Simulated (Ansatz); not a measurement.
Method: PBE (plane waves to 420 eV, PAW; Ansatz, a program for electronic structure).

Electrostatic potential energy of an electron, averaged over planes parallel to the surface, in eV from the Fermi level, for a constructed model of the (0001) surface of hcp Ru, p(2x2) layer of Bi, one a cell, on the site that continues the host's stacking (bottom of the slab: a bare face, its two planes held):

```csv
z (Å),V (eV)
3.84,5.06
4.13,5.05
4.43,5.05
4.72,5.04
5.02,5.03
5.31,5.00
5.61,4.93
5.90,4.80
6.20,4.51
6.49,3.90
6.79,2.63
7.08,-0.11
7.38,-7.30
7.67,-19.03
7.97,-27.24
8.26,-25.77
8.56,-15.81
8.85,-5.12
9.15,-1.63
9.44,-5.42
9.74,-16.29
10.03,-26.22
10.33,-27.64
10.62,-19.47
10.92,-7.96
11.21,-2.16
11.51,-3.93
11.80,-13.46
12.10,-24.40
12.39,-28.15
12.69,-21.81
12.98,-10.23
13.28,-2.48
13.57,-2.24
13.87,-9.41
14.16,-21.02
14.46,-27.99
14.75,-24.97
15.05,-14.30
15.34,-4.31
15.64,-1.87
15.93,-6.68
16.23,-17.94
16.52,-27.04
16.82,-27.00
17.11,-17.89
17.41,-6.77
17.70,-2.38
18.00,-6.14
18.29,-17.00
18.59,-26.42
18.88,-26.99
19.18,-18.26
19.47,-6.72
19.77,-0.48
20.06,0.82
20.36,-0.72
20.65,-3.46
20.95,-4.82
21.24,-3.96
21.54,-1.18
21.83,1.58
22.13,2.98
22.42,3.62
22.72,3.92
23.01,4.06
23.31,4.12
23.60,4.15
23.90,4.17
24.19,4.18
24.49,4.18
24.78,4.18
25.08,4.18
25.37,4.18
```

Set-up: 25 atoms, 13.4 Å thick at the start with caps and adatoms (thin: gaps and levels are the slab's own); mesh 8x8x1; 0.1 eV smearing; dipole correction on; 8 atoms held, the rest relaxed; held to the start's symmetry, so lower structures may exist; no spin, no spin-orbit, no U. It is one candidate, not shown to be the stable structure of the face.

Q: The surface cell has an area of 25.66 Å². What dipole along the normal does the step between the two vacuum levels imply?

A: the top vacuum level lies 0.88 eV below the bottom one; p = −ε₀ A ΔV (ε₀ = 0.005526 e/(V·Å)) gives 0.12 e·Å a cell.
